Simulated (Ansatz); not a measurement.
# Hypothetical diamond Hf: pressure 3 GPa

Base system: Hf in the diamond structure (space group Fd-3m, No. 227; a = 6.5446 Å; a hypothetical phase, not in the database extracts checked).

Modification: a hydrostatic pressure of 3 GPa.

Computed with Ansatz (a quantum-chemistry and plane-wave program), PBE, PAW, cutoff 420 eV, without spin-orbit coupling. k-mesh 12×12×12 (Γ-centred); smearing 0.05 eV (Fermi–Dirac).

The lattice parameter a decreases by 0.198 Å (6.545 Å → 6.347 Å) and the shortest interatomic distance decreases by 0.086 Å (2.834 Å → 2.748 Å). The enthalpy H = E + PV relative to the base's energy amounts to +0.63 eV/atom and the band gap stays zero.

Final structure:

```
Hf
1.0
    0.00000     3.17347     3.17347
    3.17347     0.00000     3.17347
    3.17347     3.17347     0.00000
Hf
2
Cartesian
  1.58673   1.58673   1.58673
  0.00000   0.00000   0.00000
```

Cost of the whole job for the changed cell (relaxation, final SCF and bands): about 60 core-seconds (a rough figure).

Load acts through the strain it causes; cell and atoms are relaxed under it. No phonon test of stability was made. The final runs are not spin-polarised. Hf has a high density of states at the Fermi level and may be magnetic at this level.
